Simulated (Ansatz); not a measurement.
Bond-angle distributions (per cent of the angles at each element, bins of 10°) of a relaxed model of amorphous silicon oxynitride (Si$_{90}$O$_{36}$N$_{96}$) at 2.76 g/cm³. Method: PBE, scalar-relativistic without spin-orbit coupling (plane waves to 420 eV, PAW; Ansatz, a first-principles code).

A CHGNet melt-quench gave the starting glass, which DFT then relaxed. O and N atoms were pushed apart under 1.9 Å during the dynamics, to hinder bonds among them. The hot cell started wider than the set density and was brought back towards it in steps. It is the lowest in DFT energy of 8 quenches. It is a model cell: composition and starting density were chosen by hand, and all elements were melted together. No dispersion term was used. Its density started from a set value of 2.81 and ended at 2.76 g/cm³. Cooling (nominally 360 K/ps over its main leg) ran many orders faster than in experiment, which tends to leave more defects and strain. A cell of this size samples the disorder only roughly. Volume and shape were free in the relaxation.

Bonds are counted up to Si-Si 2.60 Å, Si-O 1.98 Å, Si-N 2.18 Å, O-O 1.58 Å, O-N 1.64 Å, N-N 1.70 Å. Two cations that share two anions don't count as bonded, nor two that share one unless they lie closer than Si-Si 2.38 Å.

```csv
angle (°),at Si,at O,at N
50-60,0,0,0
60-70,0,0,1
70-80,0,0,0
80-90,9,0,10
90-100,13,5,10
100-110,30,0,13
110-120,31,16,25
120-130,11,21,24
130-140,3,18,8
140-150,1,26,7
150-160,0,8,2
160-170,0,5,1
170-180,1,0,0
```

They go with these counts of neighbours within the cut-offs, cation contacts included: Si mean 4.0, most often 4; O mean 2.0, most often 2; N mean 3.0, most often 3.
